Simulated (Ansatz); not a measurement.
Band structure of Be (P6_3/mmc, 4 atoms in the cell).

```yaml
crystal:
  lattice:
    - [2.32154, 0.00000, 0.00000]
    - [-1.16077, 2.01052, 0.00000]
    - [0.00000, 0.00000, 7.46958]
  atoms:
    - { symbol: Be, position: [0.00000, 0.00000, 0.00000] }
    - { symbol: Be, position: [0.00000, 0.00000, 0.50000] }
    - { symbol: Be, position: [0.33333, 0.66667, 0.25000] }
    - { symbol: Be, position: [0.66667, 0.33333, 0.75000] }
```

Level of theory: PBE, PAW files (plane waves; Ansatz, a quantum-chemistry and plane-wave program).

Settings: kpoints.mp_grid.grid = 16 16 5; hamiltonian.xc = pbe; hamiltonian.pseudopotentials = {kind: paw} (the program's default PAW files); scf.occupations.method = gaussian; scf.occupations.width = 0.02 Ry; kpoints.band_path.npoints = 8.

The starting cell was generated: these elements placed on a structure prototype, without a prior relaxation; it need not be a known phase or ordering of this composition. Its lattice was rescaled by a random factor within 2.5 % of one.

Levels in eV from the Fermi level, bands 1 to 7:
| point | 1 | 2 | 3 | 4 | 5 | 6 | 7 |
|---|---|---|---|---|---|---|---|
| Γ | -10.91 | -8.90 | -8.88 | -4.38 | 0.35 | 9.24 | 9.24 |
| M | -4.63 | -3.79 | -3.40 | -2.59 | 0.94 | 0.96 | 3.90 |
| K | -1.83 | -1.83 | -1.01 | -0.96 | -0.46 | -0.46 | 2.27 |
| A | -10.41 | -10.41 | -6.46 | -6.46 | 3.55 | 3.55 | 15.40 |
| L | -4.32 | -4.32 | -2.93 | -2.93 | 1.45 | 1.45 | 3.32 |
| H | -1.84 | -1.84 | -0.98 | -0.98 | -0.44 | -0.44 | 2.31 |

Bands cross the Fermi level along this path, so the cell is metallic at this level.

Keys are those of Ansatz 0.2.
